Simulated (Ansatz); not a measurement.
BGeSiN (model structure, started from the AlSiCN type, R3m, No. 160, 4 atoms in the cell) was calculated with LDA (PAW; Ansatz, an electronic-structure program).

Run with plane-wave cutoff 520 eV, 20×20×20 k mesh, Fermi–Dirac smearing 0.05 eV, scalar-relativistic PAW data made under PBE.

Cell (relaxed at this level):

```xyz
4
Lattice="1.6156 0.9328 5.4058 -1.6156 0.9328 5.4058 0.0000 -1.8656 5.4058" Properties=species:S:1:pos:R:3 pbc="T T T"
B      0.0000     0.0000     0.1969
N      0.0000     0.0000     1.7727
Ge     0.0000     0.0000     7.9640
Si     0.0000     0.0000    10.3387
```

Estimate the bulk modulus B0 that the calculation returns.


- bulk modulus B0: 133 GPa

The run finds no gap.

Note: the bulk modulus is −V dP/dV from two relaxed cells at ±2 % in volume; the relaxation could raise the start's symmetry but not lower it, so the cell can be a saddle point.

A model structure was made by putting elements into a prototype or built by hand; it is no filed structure, need not be a known phase, and can be a saddle point held by its symmetry.
